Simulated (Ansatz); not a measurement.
Take TaTlO3 in the cubic perovskite structure (space group Pm-3m, No. 221; a = 4.0336 Å; a cell from a computed database, its experimental status unchecked) as the base. Axes: x, y, z lie along the cube axes.

Method: PBEsol in Ansatz (plane waves to 420 eV, PAW, scalar-relativistic without spin-orbit coupling).

Perturbation: every lattice vector is stretched by 0.42 %; the atoms relax in the strained cell.

Problem. Predict the stress tensor and what it implies for the stiffness.

Solution. Stress of the strained cell less that of the base (GPa, compression positive):
```
  -2.51    0.00    0.00
   0.00   -2.51    0.00
   0.00    0.00   -2.51
```

Then B = −ΔP/(ΔV/V₀) with ΔV/V₀ = 0.0127 gives secant stiffness values (nonlinear terms included at this strain): B ≈ 198 GPa.

Whether these cells are dynamically stable was not tested. Many cubic perovskites are stable only at high temperature; tilts and polar distortions were not tested.

Ansatz is a program for electronic structure.
